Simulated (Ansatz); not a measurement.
# rutile TiO2 (0 0 1) on zinc-blende InSb (0 0 1) (film strained to the substrate, started from cuts of the bulks and a machine-learned relaxation; metallic at this level, with no gap by band count; slabs In4Sb4 and Ti8O16, which can lie off the formulas)

A periodic stack without vacuum, rutile TiO2 (0 0 1) on zinc-blende InSb (0 0 1) (film strained to the substrate, started from cuts of the bulks and a machine-learned relaxation; metallic at this level, with no gap by band count; slabs In4Sb4 and Ti8O16, which can lie off the formulas): substrate slab In4Sb4, film Ti8O16, surface cells [[1, 0], [1, 1]] and [[0, 1], [-1, 0]], film strained by +1.1 and +1.1 %, outermost planes Sb/In and OTi/OTi as cut, which need not be the usual terminations and can put a slab off its formula.

The start was prepared with a machine-learned potential, and the result is one local minimum, with the in-plane cell held and forces under 0.04 eV/Å; the film can end far from its bulk form.

The numbers are results of PBE (plane waves to 420 eV, PAW; Ansatz, a first-principles code), not measurements. No spin–orbit coupling; the runs are not spin-polarised. Its k-point mesh 5×5×1, Fermi–Dirac width 0.05 eV.

interface area: 22.0 Å²
period: 26.00 Å
heights between the nearest atoms of the two slabs at the two interfaces: 1.96 and 2.71 Å
In–O contacts across the interfaces within 1.22 times the sum of covalent radii: 2, mean 2.39 Å
Sb–Ti contacts across the interfaces within 1.22 times the sum of covalent radii: 2, mean 3.04 Å
In–Ti contacts across the interfaces within 1.22 times the sum of covalent radii: 1, mean 3.28 Å
two interfaces: unlike, so that offsets are their mean

```
CELL_PARAMETERS angstrom
      4.68530    -0.00247     0.27597
     -0.00276     4.69259     0.08880
      2.35816    -0.66735    26.17264
ATOMIC_POSITIONS crystal
  In 0.92769 0.25768 0.25070
  In 0.53502 0.75093 0.12209
  In 0.18233 0.26758 0.47924
  In 0.30865 0.76278 0.37863
  Sb 0.98122 0.75593 0.18765
  Sb 0.61029 0.24993 0.06064
  Sb 0.74858 0.75153 0.44853
  Sb 0.37274 0.25999 0.31490
  Ti 0.09314 0.29651 0.60525
  Ti 0.62358 0.79100 0.56548
  O  0.38097 0.98915 0.61187
  O  0.92378 0.08140 0.55494
  O  0.33061 0.49639 0.55444
  O  0.77599 0.58888 0.61207
  Ti 0.97529 0.28402 0.72090
  Ti 0.51539 0.78668 0.67843
  O  0.28149 0.98932 0.72652
  O  0.83135 0.09215 0.66894
  O  0.22272 0.48448 0.66837
  O  0.67662 0.59371 0.72648
  Ti 0.89585 0.30384 0.83435
  Ti 0.42558 0.79758 0.79366
  O  0.18411 0.99616 0.84120
  O  0.73848 0.10079 0.78303
  O  0.12953 0.49205 0.78347
  O  0.58352 0.59743 0.84126
  Ti 0.78965 0.29175 0.94566
  Ti 0.32027 0.79569 0.91301
  O  0.07337 0.01045 0.95656
  O  0.63338 0.09665 0.89799
  O  0.03276 0.49410 0.89828
  O  0.49924 0.58866 0.95629
```
